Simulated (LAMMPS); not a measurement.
Simulation of Cu (fcc), 2048 atoms, at 810 K and 2 GPa, heated as the crystal.

Model: classical MD, pair style eam/alloy, file Cu_zhou.eam.alloy (LAMMPS).

| r (Å) | g(r) |
|---|---|
| 1.980 | 0.000 |
| 2.020 | 0.001 |
| 2.060 | 0.002 |
| 2.100 | 0.013 |
| 2.140 | 0.059 |
| 2.180 | 0.137 |
| 2.220 | 0.343 |
| 2.260 | 0.672 |
| 2.300 | 1.18 |
| 2.340 | 1.86 |
| 2.380 | 2.55 |
| 2.420 | 3.28 |
| 2.460 | 3.91 |
| 2.500 | 4.27 |
| 2.540 | 4.30 |
| 2.580 | 4.15 |
| 2.620 | 3.73 |
| 2.660 | 3.21 |
| 2.700 | 2.65 |
| 2.740 | 2.09 |
| 2.780 | 1.57 |
| 2.820 | 1.15 |
| 2.860 | 0.785 |
| 2.900 | 0.536 |
| 2.940 | 0.356 |
| 2.980 | 0.241 |
| 3.020 | 0.159 |
| 3.060 | 0.109 |
| 3.100 | 0.093 |
| 3.140 | 0.092 |
| 3.180 | 0.116 |
| 3.220 | 0.137 |
| 3.260 | 0.189 |
| 3.300 | 0.252 |
| 3.340 | 0.325 |
| 3.380 | 0.414 |
| 3.420 | 0.516 |
| 3.460 | 0.607 |
| 3.500 | 0.705 |
| 3.540 | 0.783 |
| 3.580 | 0.821 |
| 3.620 | 0.841 |
| 3.660 | 0.844 |
| 3.700 | 0.810 |
| 3.740 | 0.713 |
| 3.780 | 0.643 |
| 3.820 | 0.547 |
| 3.860 | 0.454 |
| 3.900 | 0.372 |
| 3.940 | 0.331 |
| 3.980 | 0.315 |
| 4.020 | 0.353 |
| 4.060 | 0.428 |
| 4.100 | 0.566 |
| 4.140 | 0.759 |
| 4.180 | 0.990 |
| 4.220 | 1.28 |
| 4.260 | 1.56 |
| 4.300 | 1.86 |
| 4.340 | 2.13 |
| 4.380 | 2.27 |
| 4.420 | 2.39 |
| 4.460 | 2.38 |
| 4.500 | 2.27 |
| 4.540 | 2.06 |
| 4.580 | 1.81 |
| 4.620 | 1.54 |
| 4.660 | 1.25 |
| 4.700 | 1.01 |
| 4.740 | 0.822 |
| 4.780 | 0.690 |
| 4.820 | 0.602 |
| 4.860 | 0.587 |
| 4.900 | 0.612 |
| 4.940 | 0.678 |
| 4.980 | 0.750 |
| 5.020 | 0.830 |
| 5.060 | 0.870 |
| 5.100 | 0.910 |
| 5.140 | 0.908 |
| 5.180 | 0.892 |
| 5.220 | 0.846 |
| 5.260 | 0.799 |
| 5.300 | 0.748 |
| 5.340 | 0.699 |
| 5.380 | 0.678 |
| 5.420 | 0.710 |
| 5.460 | 0.774 |
| 5.500 | 0.851 |
| 5.540 | 0.949 |
| 5.580 | 1.05 |
| 5.620 | 1.19 |
| 5.660 | 1.29 |
| 5.700 | 1.35 |
| 5.740 | 1.34 |
| 5.780 | 1.32 |
| 5.820 | 1.27 |
| 5.860 | 1.14 |
| 5.900 | 1.02 |
| 5.940 | 0.904 |
| 5.980 | 0.785 |
| 6.020 | 0.676 |
| 6.060 | 0.600 |

Main features:
- state found: crystal; no diffusion seen in 30 ps
- first peak of g(r): 2.53 Å, height 4.3
- coordination number: 12.1 (counted to 3.14 Å)

Caution: a run this short can hold a crystal over, or a liquid under, the potential's own melting point, which these runs don't give.
